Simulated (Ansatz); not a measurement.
Start from HfO2 (space group P4_2/nmc, No. 137; a = 3.568 Å, c = 5.167 Å).

Levels (all Ansatz, an electronic-structure program, PAW, earlier PAW set): PBEsol (420 eV, spin-orbit coupling left out); r2SCAN (500 eV, no SOC); HSE06 (420 eV, scalar-relativistic without spin-orbit coupling).

At the geometry relaxed with PBEsol, these levels gave the following band gaps, in shuffled order: (a) 6.34 eV, (b) 5.22 eV, (c) 4.57 eV.

**Question.** Match each gap to its level.

**Answer.** (a) HSE06; (b) r2SCAN; (c) PBEsol.

Single points use the geometry relaxed with PBEsol. HSE06 gaps are upper bounds (no full band path). With Hf present, leaving out spin-orbit coupling can change the band edges. Whether these cells are dynamically stable was not tested. This is not the structure that HfO2 has at room temperature and ambient pressure.
